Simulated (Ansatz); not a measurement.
Start from ZnIn2O4 (space group I-4, No. 82; a = 4.788 Å, c = 10.094 Å; a hypothetical phase, not in the database extracts checked).

(Cell as relaxed with PBE.)

Levels (all Ansatz, a quantum-chemistry and plane-wave program, PAW): PBE (420 eV, no SOC); PBEsol (420 eV, spin-orbit coupling left out).

Each level relaxes its own structure.

```tsv
quantity	PBE	PBEsol
volume per atom	16.53 Å³	?
lattice parameter a	4.788 Å	?
lattice parameter c	10.094 Å	?
band gap	0.88 eV	?
gap character	direct at Γ	?
electron mass	0.22 mₑ along c, 0.20 mₑ across	?
```

What does PBEsol give?


- volume per atom, PBEsol: 15.79 Å³
- lattice parameter a, PBEsol: 4.695 Å
- lattice parameter c, PBEsol: 10.027 Å
- band gap, PBEsol: 0.83 eV
- gap character, PBEsol: direct at Γ
- electron mass, PBEsol: 0.20 mₑ along c, 0.18 mₑ across

PBE's volume per atom lies 0.74 Å³ above PBEsol's (4.7 %); PBE's lattice parameter a lies 0.093 Å above PBEsol's (2.0 %); PBE's lattice parameter c lies 0.067 Å above PBEsol's (0.7 %); PBE's band gap lies 0.05 eV above PBEsol's; the two agree on the gap character. Neither level is exact; PBEsol is the comparison here, not a measurement.

Masses are band curvatures over ±0.01 Å⁻¹ around the edge. Stability against distortions was not tested.
